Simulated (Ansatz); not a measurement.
Question: Name crystals whose mean free path at 300 K lies between 9.2 and 14.4 nm and whose resistivity at 300 K lies between 8.7 and 13.6 μΩ·cm, by PBEsol, DFPT electron-phonon coupling, linearised Boltzmann equation (Ansatz, a program for electronic structure).

Answer: Many crystals can fit; among those computed here:
- MgTl (Pm-3m): 10.2 nm, 9.3 μΩ·cm
- ZrW₂ (Fd-3m): 14.2 nm, 11.6 μΩ·cm
- NiSi$_{2}$ (Fm-3m): 13.5 nm, 11.2 μΩ·cm
- HfIr₃ (Pm-3m): 9.5 nm, 10.6 μΩ·cm
- PdBi (P6_3/mmc): 9.4 nm, 11.7 μΩ·cm

Metals; harmonic phonons alone scatter; means over directions. The mean free path is weighted by the current that each state carries. Halving the electron mesh moves these values by up to 12 %; q meshes are mostly untested. Some of the runs warned that the eigensolver left states short of its tolerance. Spin-orbit coupling is left out.

Formula and space group known from diffraction (Crystallography Open Database), not checked to be the room-temperature form: HfIr3 (Pm-3m), MgTl (Pm-3m), PdBi (P6_3/mmc), ZrW2 (Fd-3m). Treated as nonmagnetic (a ferromagnetic start lost its moment, other orders weren't tried): NiSi2 (Fm-3m). The missing spin-orbit coupling matters most for HfIr3 (Pm-3m), MgTl (Pm-3m), PdBi (P6_3/mmc), ZrW2 (Fd-3m).
